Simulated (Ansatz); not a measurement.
**Si: response to strain**

Consider Si in the diamond structure (space group Fd-3m, No. 227).

```
CELL_PARAMETERS angstrom
      0.00000     2.72216     2.72216
      2.72216     0.00000     2.72216
      2.72216     2.72216     0.00000
ATOMIC_POSITIONS crystal
  Si 0.00000 0.00000 0.00000
  Si 0.25000 0.25000 0.25000
```

Cartesian axes are those of the cell as printed.

Strains are applied to the cell and any free atomic positions relax; under biaxial strain the out-of-plane vector relaxes too.

Method: r2SCAN in Ansatz (plane waves to 500 eV, PAW, without spin-orbit coupling).

Notes on the quantities. energy relative to the base: free energy F.

| biaxial strain, plane normal [001], relaxed out of plane (%) | energy relative to the base (meV/atom) |
|---|---|
| -3 | 22.0 |
| -2.5 | 15.2 |
| -2 | 9.6 |
| -1.5 | 5.4 |
| -1 | 2.4 |
| -0.5 | ? |
| 0 | 0.0 |

Problem. Fit ΔE = Aε² + Bε³ (ε in %) to the rows shown and predict the withheld row.

Solution. Least squares on the printed values gives A = 2.34 and B = -0.034 meV/atom (largest residual 0.0 meV/atom); this predicts 0.6 meV/atom, and the run gives 0.6 meV/atom, in agreement.

Stability against distortions was not tested.

Ansatz is an electronic-structure program.
